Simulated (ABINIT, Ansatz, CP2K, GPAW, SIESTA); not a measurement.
TlBi2 (P6/mmm, 3 atoms in the cell) computed with different codes at matched settings

Self-consistent single point.

```yaml
crystal:
  lattice:
    - [5.70866, 0.00000, 0.00000]
    - [-2.85433, 4.94384, 0.00000]
    - [0.00000, 0.00000, 3.39376]
  atoms:
    - { symbol: Tl, position: [0.00000, 0.00000, 0.00000] }
    - { symbol: Bi, position: [0.66667, 0.33333, 0.50000] }
    - { symbol: Bi, position: [0.33333, 0.66667, 0.50000] }
```

Shared settings, as Ansatz (a program for electronic structure) writes them: kpoints.mp_grid.grid = 6 6 8; scf.occupations.method = gaussian; scf.occupations.width = 0.01 Ry. Potentials and cutoffs stand in the table.

```json
[
 {"code": "GPAW", "model": "PBEsol, GPAW PAW datasets PBEsol (made by gpaw-setup)", "pressure (GPa)": "-2.05", "cutoff": "600 eV"},
 {"code": "SIESTA", "model": "GGA PBEsol, numerical atomic orbitals TZP, PseudoDojo PBEsol standard norm-conserving potentials (rewritten from UPF to PSML)", "pressure (GPa)": "-1.84", "cutoff": "grid 400 Ry"},
 {"code": "CP2K", "model": "PBEsol, GPW, DZVP-MOLOPT-SR-GTH basis, GTH-PBE potentials (GTH_POTENTIALS)", "pressure (GPa)": "-0.17", "cutoff": "grid 500 Ry"},
 {"code": "Ansatz", "model": "PBEsol, PAW files made with PBE", "pressure (GPa)": "-1.89", "cutoff": "30.9 Ry"},
 {"code": "ABINIT", "model": "PBEsol, PAW (JTH v2.0 PBE PAW, files made for PBE)", "pressure (GPa)": "-2.28", "cutoff": "40 Ry"}
]
```

On Ansatz's run: spin-orbit coupling is off.

The spread over the programs that give each value: pressure within 2.11 GPa.

SIESTA and CP2K use small atom-centred bases, whose incompleteness enters pressures, forces and empty levels differently from a plane-wave cutoff. Ansatz's pressure is given at a fixed set of plane waves, as the other plane-wave codes print theirs. In the pressure, CP2K (by 1.89) lies more than 1 GPa from the median of the plane-wave programs.

The starting cell comes from a database of computed structures (which also holds hypothetical and non-ambient phases and stackings), without a prior relaxation at this level.

Left out of this page: Elk and FLEUR (not drawn, or without a comparable value).

Keys are those of Ansatz 0.2.
